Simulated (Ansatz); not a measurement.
Density of states of ZnSe (F-43m) above the conduction band minimum, HSE06, rigid bands run with Ansatz (a quantum-chemistry and plane-wave program); cell volume 44.7 Å³.

```
energy from edge (eV)  10⁻³ states/eV/cell
---------------------  -------------------
0.006                                 1.15
0.031                                 2.75
0.056                                 3.85
0.081                                 4.74
0.106                                 5.56
0.131                                 6.35
0.156                                 7.03
0.181                                 7.87
0.206                                 8.66
0.231                                 9.52
0.256                                 10.1
0.281                                 11.1
0.319                                 12.2
0.344                                 13.0
0.369                                 13.9
0.394                                 14.8
0.419                                 15.7
0.444                                 16.7
0.469                                 17.5
0.494                                 18.3
0.519                                 19.4
0.544                                 20.4
0.569                                 21.6
0.594                                 22.7
```

**Question.** What effective density of states at 300 K does this give (∫ g(E) exp(−E/k_BT) dE, both spins, divided by the cell's size)?

**Answer.** 1.3e18 cm⁻³, a density-of-states mass of 0.139 mₑ, valleys and band degeneracy included.

Spin-orbit coupling is left out. Geometry: cell and atoms relaxed with PBEsol.
